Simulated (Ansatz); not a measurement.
System: HfRh3 (model structure, started from the D022 type, I4/mmm, No. 139, 4 atoms in the cell). Method: LDA (plane waves, PAW; Ansatz, a first-principles code).

The input as run:

Ansatz 0.2 input:
```yaml
crystal:
  lattice:
    - [-1.9621524384, 1.9621524384, 3.8545386902]
    - [1.9621524384, -1.9621524384, 3.8545386902]
    - [1.9621524384, 1.9621524384, -3.8545386902]
  atoms:
    - { symbol: Rh, position: [0.5, 0.5, 0.0] }
    - { symbol: Rh, position: [0.75, 0.25, 0.5] }
    - { symbol: Rh, position: [0.25, 0.75, 0.5] }
    - { symbol: Hf, position: [0.0, 0.0, 0.0] }
basis:
  ecutwfc: 520
  ecutrho_ratio: 4
  xc_grid: 2
kpoints:
  mp_grid: { grid: [20, 20, 20] }
hamiltonian:
  xc: lda
  dispersion: none
  pseudopotentials: { kind: paw }
scf:
  occupations: { method: fermi_dirac, width: 0.05 }
output:
  forces: true
  stress: true
  eigenvalues: true
relax:
  f_tol: 0.004
  escape_saddle: false
  max_steps: 80
  cell: { stress_tol: 0.02, fix: [volume] }
```

The run printed, among other lines:

```
Relaxation: its limit of steps is 80 (relax.max_steps)
Crystal: 4 atoms, lattice volume = 59.361 Å³
Basis set: ecut = 520 eV, 1599 PW (Γ), exchange–correlation on 72×72×72 points (8 copies of the dense FFT grid, shifted against one another)
Bands: 47, of which v1, the nominal top of the filled ones, is band 39 counted from 1 (38 counted from 0)
Symmetry: 16 space group operations
Space group: I4/mmm (ITA 139), of the structure as read, at distance tolerance 3.9e-5 Å
k-points: 641 of 8000
Functional: x = slater, c = lda
SCF iter   1: F=—  HF=-34315.298348 eV  |F-HF|=—  |Δ(HF+E_count)|=         —  Δρ=2.18e-2  dr2=3.97e-1
SCF iter   2: F=—  HF=-34315.260279 eV  |F-HF|=—  |Δ(HF+E_count)|=   3.81e-2  Δρ=1.04e-2  dr2=1.01e-1
  ...
SCF 1 converged in 8 iterations: F = -34315.245565 eV  dr2 = 1.51e-8
Crystal: 4 atoms, lattice volume = 59.361 Å³
Basis set: ecut = 520 eV, 1615 PW (Γ), exchange–correlation on 72×72×72 points (8 copies of the dense FFT grid, shifted against one another)
Initial density: handed on by an earlier stage of this run
SCF 2 converged in 6 iterations: F = -34315.245568 eV  dr2 = 6.96e-11
Crystal: 4 atoms, lattice volume = 59.361 Å³
SCF 3 converged in 6 iterations: F = -34315.245569 eV  dr2 = 1.63e-12
Crystal: 4 atoms, lattice volume = 59.361 Å³
SCF iter   8: F=-34315.245569 eV  HF=-34315.245569 eV  |F-HF|=0.00e0  |Δ(HF+E_count)|=    0.00e0  Δρ=5.07e-9  dr2=1.90e-14
SCF iter   9: F=-34315.245569 eV  HF=-34315.245569 eV  |F-HF|=0.00e0  |Δ(HF+E_count)|=    0.00e0  Δρ=2.34e-9  dr2=3.65e-15
SCF 4 converged in 9 iterations: F = -34315.245569 eV  dr2 = 3.65e-15
SCF converged after 9 iterations
Free energy (F): -34315.245569 eV
Internal energy: -34315.211063 eV  (E = F + TS)
E sigma→0 (E₀):  -34315.228316 eV
Fermi energy:    22.592595 eV
--- Forces (eV/Å), atoms counted from 1 ---
  atom   1  Rh     0.00000000    -0.00000000     0.00000000
  atom   2  Rh    -0.00000000     0.00000000     0.00000000
  atom   3  Rh     0.00000000    -0.00000000    -0.00000000
  atom   4  Hf    -0.00000000    -0.00000000     0.00000000
--- Stress (GPa, compression-positive) ---
       -4.836909       0.000000       0.000000
        0.000000      -4.836909      -0.000000
        0.000000      -0.000000      -4.836908
  P = ⅓ Tr σ = -4.8369 GPa (-48.369 kbar)
```

The cell is one volume of an energy–volume scan, off the minimum.

The PAW data were made under PBE.

Note: the run has no spin polarisation, so it can have missed a magnetic state. Note: the relaxation could raise the start's symmetry but not lower it, so the cell can be a saddle point.

A model structure was made by putting elements into a prototype or built by hand; it is no filed structure, need not be a known phase, and can be a saddle point held by its symmetry.
